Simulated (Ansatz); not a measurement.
```
InP
1.0
    0.00000     2.98905     2.98905
    2.98905     0.00000     2.98905
    2.98905     2.98905     0.00000
In P
1 1
Direct
  0.00000   0.00000   0.00000
  0.25000   0.25000   0.25000
```

Level of theory: PBE with spin-orbit coupling, rigid bands (plane waves, PAW; Ansatz, a quantum-chemistry and plane-wave program). Condition of this run: hydrostatic pressure of -3 GPa (compression positive) (the target of the relaxation). Cell: cell and atoms relaxed with PBEsol, then loaded as said.

**Question.** What conductivity effective mass do dilute holes have at 300 K?

**Answer.** 0.61 mₑ.

**Question.** And the band gap?

**Answer.** 0.37 eV at this level; semilocal functionals usually fall short of the measured gap.

Rigid bands, one relaxation time for all states, no polarons. Geometry: cell and atoms relaxed with PBEsol.
